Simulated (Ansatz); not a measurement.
The starting structures come from a database of crystals and need not be the phases stable at ambient conditions.

Data:

```yaml
crystal:
  lattice:
    - [4.61362, 0.00000, 0.00000]
    - [0.00000, 6.49047, 0.00000]
    - [0.00000, 0.00000, 4.61362]
  atoms:
    - { symbol: Mg, position: [0.50000, 0.50000, 0.50000] }
    - { symbol: Cd, position: [0.00000, 0.00000, 0.00000] }
    - { symbol: Te, position: [0.50000, 0.74455, 0.00000] }
    - { symbol: Te, position: [0.00000, 0.25545, 0.50000] }
```

Space group of this cell: P-4m2. The cell is taken as given; by PBEsol its mean pressure is -0.9 GPa.

Computed with PBEsol (plane waves, PAW; Ansatz, an electronic-structure program).

The current runs along the normal of the first two printed vectors; no spin-orbit coupling. Scaled by the factor s: the length along the current (ions clamped). The meshes follow the cell: 8×6×8 and 8×6 across at s = 0.97, 8×6×8 and 8×6 across at s = 1.00, 8×6×6 and 8×6 across at s = 1.03.

| s | mean pressure (GPa) | band gap (eV) |
|---|---|---|
| 0.97 | 0.3 | ? |
| 1.00 | -0.9 | 1.35 |
| 1.03 | -1.8 | 1.22 |

Task: Take the slope of the band gap against ln s from the two given rows, extrapolate to s = 0.97, and say what the run there gives.

Result: Slope = (1.22 − 1.35) / ln 1.03 = -4.40 eV. The line gives 1.35 + (-4.40) × ln 0.97 = 1.48 eV. The run gives 1.38 eV, 0.10 eV under the line, 78 % of the predicted step.
